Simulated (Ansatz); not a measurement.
Response to strain in AlN

The reference is AlN in the zinc blende structure (space group F-43m, No. 216).

```
AlN
1.0
    0.00000     2.18488     2.18488
    2.18488     0.00000     2.18488
    2.18488     2.18488     0.00000
Al N
1 1
Direct
  0.00000   0.00000   0.00000
  0.25000   0.25000   0.25000
```

Cartesian axes are those of the cell as printed.

Strains are applied to the cell and any free atomic positions relax.

Calculations: DFT with r2SCAN, PAW potentials and a 500 eV plane-wave cutoff in Ansatz (an electronic-structure program), without spin-orbit coupling.

Notes on the quantities. energy relative to the base: free energy F.

| case | electron mass | band gap | smallest direct gap | energy relative to the base |
|---|---|---|---|---|
| base | 0.51 mₑ along k, 0.33 mₑ across (at X) | 3.94 eV | 4.84 eV | 0 meV/atom |
| uniaxial strain ε_zz = −3.00 % | 0.48 mₑ along k, 0.34 mₑ across (at X) | ___ | 5.04 eV | +9.1 meV/atom |
| uniaxial strain ε_zz = −2.50 % | 0.48 mₑ along k, 0.34 mₑ across (at X) | ___ | 5.01 eV | +6.3 meV/atom |
| uniaxial strain ε_zz = −2.00 % | 0.49 mₑ along k, 0.34 mₑ across (at X) | 3.84 eV | 4.97 eV | +4.0 meV/atom |
| uniaxial strain ε_zz = −1.50 % | 0.50 mₑ along k, 0.33 mₑ across (at X) | 3.87 eV | 4.94 eV | +2.3 meV/atom |
| uniaxial strain ε_zz = −1.00 % | 0.50 mₑ along k, 0.33 mₑ across (at X) | 3.89 eV | 4.91 eV | +1.0 meV/atom |
| uniaxial strain ε_zz = −0.50 % | 0.51 mₑ along k, 0.33 mₑ across (at X) | 3.92 eV | 4.87 eV | +0.3 meV/atom |

Question: Complete the table.

Answer: 
- uniaxial strain ε_zz = −3.00 %, band gap: 3.79 eV
- uniaxial strain ε_zz = −2.50 %, band gap: 3.82 eV

Effective masses come from finite differences of ±0.01 Å⁻¹. Along k means along the line from Γ to the band edge. Stability against distortions was not tested. This is not the structure that AlN has at room temperature and ambient pressure.
